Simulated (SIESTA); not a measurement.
# A short convergence ladder for a (001) slab of Sc3SnB (cut from a parent of space group no. 221; 10 atoms in the cell)

```
CELL_PARAMETERS angstrom
      4.64001     0.00000     0.00000
      0.00000     4.64001     0.00000
      0.00000     0.00000    20.96000
ATOMIC_POSITIONS crystal
  Sc 0.50000 0.00000 0.33397
  Sc 0.00000 0.50000 0.33397
  Sc 0.50000 0.50000 0.44466
  Sn 0.00000 0.00000 0.44466
  B  0.50000 0.50000 0.33397
  Sc 0.50000 0.00000 0.55534
  Sc 0.00000 0.50000 0.55534
  Sc 0.50000 0.50000 0.66603
  Sn 0.00000 0.00000 0.66603
  B  0.50000 0.50000 0.55534
```

Base method: GGA PBEsol, numerical atomic orbitals TZP, PseudoDojo PBEsol standard norm-conserving potentials (rewritten from UPF to PSML) (SIESTA).

Base settings: XC.functional = GGA; XC.authors = PBEsol; potentials = PseudoDojo PBEsol standard; PAO.BasisSize = TZP; PAO.EnergyShift = 0.01 Ry; MeshCutoff = 400 Ry; kgrid.MonkhorstPack = 4 4 1; OccupationFunction = FD; ElectronicTemperature = 100 meV; MaxSCFIterations = 150.

Core times come from one kind of shared machine, to one figure; runs under 30 s give none.

**The vacuum**

The mesh stays at the base's, so the ladder's end is converged at best in this setting alone.

Only quantities that move along the ladder and can be compared are tabulated; forces are left out, as grid noise moves with the cell.

```csv
vacuum between outermost atoms (Å),free energy less the last step's (meV/atom),core time / last (rough)
3.0,-303.10,1
5.0,-47.29,2
14.0,-0.02,1
30.0,0.00,1
```

Smallest vacuum between outermost atoms (Å) that holds the free energy within 0.5 meV/atom of the last step, with all finer ones: 14.0; the step before is off by 47 meV/atom.

On the base run: the starting cell comes from a database of computed structures (which also holds hypothetical and non-ambient phases and stackings), without a prior relaxation at this level. The slab is cut from that crystal, and its faces are unrelaxed. Its lattice was rescaled by up to half a per cent. Spin polarisation is off, though cut faces can carry moments; the slab shows no gap. The two faces of this cut differ, and no dipole correction was used. Values carry the incompleteness of an atom-centred basis. Without a gap this mesh is coarse (it stands for a supercell whose shortest in-plane vector is 19 Å).
